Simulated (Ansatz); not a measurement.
**BaF2: pressure −2 GPa**

The parent structure is BaF$_{2}$ in the fluorite structure (space group Fm-3m, No. 225; a = 6.1374 Å).

The change: hydrostatic tension (pressure −2 GPa).

Level of theory: Ansatz (an electronic-structure program) PBEsol, without spin-orbit coupling. Γ-centred 9×9×9 mesh, Fermi–Dirac width 0.05 eV.

The volume per atom goes up by 0.686 Å³, from 19.27 Å³ to 19.95 Å³ and the density drops by 0.173 g/cm³ to 4.86 g/cm³. The lattice parameter a increases by 0.072 Å, from 6.137 Å to 6.209 Å and the enthalpy H = E + PV relative to the base's energy comes out as -0.24 eV/atom. The band gap falls by 0.15 eV, from 6.83 eV to 6.68 eV and the gap character remains indirect, K–Γ (36 % along) → Γ. The mean gap deformation potential ΔEg/Δln V is -4.2 eV and the width of the top valence band drops by 0.04 eV, from 0.26 eV to 0.22 eV. The electron mass remains 0.48 mₑ (at Γ) and the valley order (the lowest conduction-band minima on the path, energy above the VBM, named in the base's zone) changes from Γ 6.83 eV; X along ⟨100⟩ 7.29 eV to Γ 6.68 eV; X along ⟨100⟩ 7.24 eV.

Final structure:

```
CELL_PARAMETERS angstrom
      0.00000     3.10472     3.10472
      3.10472     0.00000     3.10472
      3.10472     3.10472     0.00000
ATOMIC_POSITIONS crystal
  Ba 0.00000 0.00000 0.00000
  F  0.25000 0.25000 0.25000
  F  0.75000 0.75000 0.75000
```

Load acts through the strain it causes; cell and atoms are relaxed under it. Effective masses come from finite differences of ±0.01 Å⁻¹. No phonon test of stability was made.
